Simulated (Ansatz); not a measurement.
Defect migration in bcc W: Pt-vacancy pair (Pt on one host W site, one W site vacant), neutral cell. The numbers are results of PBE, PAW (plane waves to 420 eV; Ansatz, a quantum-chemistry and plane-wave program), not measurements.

Cell of 36 host sites held at the relaxed PBE lattice; a 2×2×3 k-point mesh shifted by half a step; Fermi-Dirac width 0.10 eV, spin-restricted; finite-size errors left in. Static, classical nuclei. Spin-orbit coupling is left out. Forms of the defect that were not tried may lie lower.

Barriers: single points on a 3×3×5 k-point mesh shifted by half a step at the bands' geometries (they differ from the bands' own by up to 0.05 eV, and are uncertain by about as much).

Relaxed starting cell (atoms counted from 1):

```
PtW34
1.0
    9.55287     0.00000     0.00000
    0.00000     9.55287     0.00000
    0.00000     0.00000     6.36858
Pt W
1 34
Direct
  0.01058   0.01124   0.02046
  0.00045   0.00111   0.49589
  0.00130   0.32756   0.00702
  0.99947   0.33062   0.49900
  0.99880   0.66728   0.00058
  0.99920   0.66630   0.50163
  0.32688   0.00197   0.00703
  0.32995   0.00014   0.49900
  0.32987   0.33053   0.00308
  0.33000   0.33067   0.49712
  0.33134   0.66623   0.00160
  0.33297   0.66463   0.50234
  0.66660   0.99947   0.00059
  0.66563   0.99987   0.50163
  0.66557   0.33202   0.00160
  0.66396   0.33364   0.50234
  0.66539   0.66607   0.00271
  0.66524   0.66592   0.50207
  0.16766   0.16835   0.74463
  0.16554   0.49675   0.25193
  0.16543   0.49773   0.75239
  0.16735   0.83056   0.25471
  0.16603   0.83417   0.74972
  0.49608   0.16621   0.25194
  0.49702   0.16608   0.75240
  0.49861   0.49928   0.25119
  0.49802   0.49868   0.75306
  0.49854   0.83313   0.25159
  0.49741   0.83494   0.75329
  0.82988   0.16803   0.25472
  0.83349   0.16671   0.74969
  0.83246   0.49922   0.25160
  0.83428   0.49810   0.75330
  0.83194   0.83261   0.25292
  0.83494   0.83561   0.75140
```

End state 1 differs by these moves (Å; atoms that move under 0.08 Å are left out):

```tsv
atom	element	Δx	Δy	Δz
1	Pt	1.36	1.36	1.36
2	W	-0.04	-0.04	0.09
3	W	-0.04	0.07	-0.05
7	W	0.07	-0.04	-0.05
19	W	-0.04	-0.04	0.09
22	W	-0.04	0.07	-0.05
30	W	0.07	-0.04	-0.05
```

### Question
Estimate the forward and backward barriers to end state 1 that PBE, PAW returns for this input.

### Answer
forward 0.86 eV, backward 0.86 eV; at the saddle point atom 1 has neighbours 4 W at 2.69, 2 W at 2.71, 3 W at 3.39, 3 W at 3.40 Å. The saddle point's order was not checked, and it lies on a symmetry element of the cell, where a band can be held.
